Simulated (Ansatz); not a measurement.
Migration barriers: O vacancy in rutile SnO2, charge state +2

System: O vacancy in rutile SnO2 (charge state +2). Calculation: PBE, PAW (plane waves to 420 eV; Ansatz, a first-principles code).

72-site cell at the relaxed PBE lattice, one k-point at (0.250, 0.250, 0.250), smearing 0.01 eV, spin-restricted, no finite-size correction. No zero-point or tunnelling terms. The charge state is imposed; whether it is stable for some Fermi level was not computed. Forms of the defect that were not tried may lie lower.

Barriers: single points on a 2×2×2 k-point mesh shifted by half a step at the bands' geometries.

```
Route                                      Start site over the lowest site run (eV)  Hop (Å)  Forward barrier (eV)  Backward barrier (eV)                          Neighbours at the start                 Neighbours at the saddle                        Saddle order  Forward, on the band's own sampling (eV)
-----------------------------------------  ----------------------------------------  -------  --------------------  ---------------------  -----------------------------------------------  ---------------------------------------  ----------------------------------  ----------------------------------------
a nearby O atom hops onto the vacant site                                      0.00     2.37                  1.09                   1.09                       2 Sn at 2.03, Sn at 2.23 Å                           2 Sn at 1.87 Å  not checked, on a symmetry element                                      1.09
a nearby O atom hops onto the vacant site                                      0.00     2.78                  1.24                   1.24  O at 2.68; Sn at 2.06, Sn at 2.11, Sn at 2.15 Å                 Sn at 1.99, Sn at 2.26 Å                         not checked                                      1.25
a nearby O atom hops onto the vacant site                                      0.00     3.19                  2.28                   2.28            O at 2.68; 2 Sn at 2.07, Sn at 2.10 Å  2 O at 2.50; Sn at 1.96, 2 Sn at 2.31 Å  not checked, on a symmetry element                                      2.28
```

Paths come from nudged elastic bands with a climbing image. Of the routes that converged and passed our checks, the lowest saddle point lies 1.09 eV above the lowest of the sites run (a nearby O atom hops onto the vacant site); other sites, such as split forms, and other routes may lie lower. A band can be held on a symmetry element, so unchecked saddle points there may be too high.
